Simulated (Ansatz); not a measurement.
Functionals compared on CO on the 1x1 (10-10) surface of wurtzite ZnO (cut with top plane O + Zn), one in a 2x1 cell, started at the site 'hollow O', in Ansatz (plane waves, PAW). The structure was relaxed with PBE; the other rows are single points on it, each with its references at the same level. Cutoff 420 eV (500 eV for r2SCAN). HSE06 used the coarser mesh 3x3x1.

Host crystal: wurtzite ZnO, with a band gap (PBE, scalar-relativistic without spin-orbit coupling).

Set-up: 34 atoms, 9.4 Å thick at the start under the adsorbate (thin: gaps and levels are the slab's own); mesh 3x4x1; 0.01 eV smearing; dipole correction on; 16 atoms held, the rest relaxed; no symmetry held; no spin, no spin-orbit, no U, no dispersion correction. At the end it is bonded to Zn. In PBE it is, or lies within 0.03 eV of, the lowest of the starts that converged. These notes are the PBE run's. Adsorption energies are against CO(g). A negative adsorption energy means that the adsorbate is more stable on the surface than in its reference.

```
functional  adsorption energy (eV)   rough cost of the single point
----------  ----------------------  -------------------------------
PBE                          -0.34                                –
RPBE                         -0.15      very roughly 4 core-minutes
r2SCAN                           …      very roughly 6 core-minutes
HSE06                        -0.27  around 100 core-minutes (rough)
```

### Question
Fill in the missing entries.

### Answer

- r2SCAN, adsorption energy (eV): -0.43

Ansatz is an electronic-structure program.
